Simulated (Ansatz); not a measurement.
How the bulk modulus of L1₂ (Cu3Au-type) Ni₃Si moves with the method

No measured value is used here.

| level (code) | value (GPa) | cell (Å³/atom) |
|---|---|---|
| LDA (Ansatz) | 259 | 10.07 |
| BLYP (Ansatz) | [?] | 11.31 |
| PBE (Ansatz) | [?] | 10.78 |
| revPBE (Ansatz) | [?] | 10.96 |
| PBE-D4 (Ansatz) | 234 | 10.44 |
| PBEsol-D3(BJ) (Ansatz) | 260 | 10.06 |
| rVV10 (Ansatz) | [?] | 10.92 |
| r²SCAN-D4 (Ansatz) | 247 | 10.30 |
| HSE06 (Ansatz) | 234 | 10.37 |
| LC-ωPBE (Ansatz) | 287 | 9.97 |
| PBE0 (Ansatz) | 237 | 10.35 |
| r²SCANh (Ansatz) | 247 | 10.28 |

Problem. Some entries are withheld; supply them.

Solution. 
- BLYP (Ansatz, a program for electronic structure), value (GPa): 179
- PBE (Ansatz), value (GPa): 213
- revPBE (Ansatz), value (GPa): 202
- rVV10 (Ansatz), value (GPa): 209

The crystal itself was run without spin with LDA, BLYP, PBE, revPBE, PBE-D4, PBEsol-D3(BJ), rVV10, r²SCAN-D4, HSE06, LC-ωPBE, PBE0, r²SCANh; a magnetic state was not tried in these runs. HSE06, LC-ωPBE, PBE0, r²SCANh: the run has no spin polarisation, so it can have missed a magnetic state. Each level is taken at its own relaxed cell. Cutoffs and k meshes differ between the levels. Ansatz's density-functional and Hartree–Fock values are scalar-relativistic unless marked +SOC, with PAW data made under PBE.
